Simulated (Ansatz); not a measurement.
We consider BBi (model structure, started from the zincblende type, F-43m, No. 216, 2 atoms in the cell), described by PBE (Ansatz, a program for electronic structure, plane waves, PAW).

Numerical settings: plane-wave cutoff 520 eV, 18×18×18 k mesh, Fermi–Dirac smearing 0.05 eV, scalar-relativistic PAW data made under PBE.

Cell (relaxed at this level):

```xyz
2
Lattice="0.0000 2.7617 2.7617 2.7617 0.0000 2.7617 2.7617 2.7617 0.0000" Properties=species:S:1:pos:R:3 pbc="T T T"
Bi     4.1425     4.1425     4.1425
B      0.0000     0.0000     0.0000
```

Estimate the band gap that the calculation returns.


band gap: 0.15 eV

Note: the relaxation could raise the start's symmetry but not lower it, so the cell can be a saddle point.

Spin–orbit coupling is not included; it can close the smallest gap of 0.15 eV.

The computed numbers hold no vibrational or temperature effects.

The result took very roughly 8 core-seconds.

A model structure was made by putting elements into a prototype or built by hand; it is no filed structure, need not be a known phase, and can be a saddle point held by its symmetry.
